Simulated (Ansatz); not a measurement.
Mo under a change: Mo → Ge

Take Mo in the bcc (W type) structure (space group Im-3m, No. 229; a = 3.130 Å) as the base.

It is then changed as follows: full substitution Mo → Ge; the structure is relaxed again.

Method: DFT with PBEsol, PAW potentials and a 420 eV plane-wave cutoff in Ansatz (a program for electronic structure), spin-orbit coupling left out. k-mesh 20×20×20 (Γ-centred); smearing 0.05 eV (Fermi–Dirac), for the changed cell.

```csv
quantity,base,changed,shift
volume per atom,15.33 Å³,18.19 Å³,+2.86 Å³
density,10.40 g/cm³,6.63 g/cm³,-3.764 g/cm³
space group,Im-3m (No. 229),Im-3m (No. 229),–
shortest interatomic distance,2.710 Å,2.870 Å,+0.1593 Å
band gap,zero,zero,–
```

Final structure:

```
CELL_PARAMETERS angstrom
     -1.65674     1.65674     1.65674
      1.65674    -1.65674     1.65674
      1.65674     1.65674    -1.65674
ATOMIC_POSITIONS crystal
  Ge 0.00000 0.00000 0.00000
```

Whether these cells are dynamically stable was not tested. For Ge in this form, whether it has been made was not checked. The final runs are not spin-polarised. This is not the structure that Ge has at room temperature and ambient pressure.
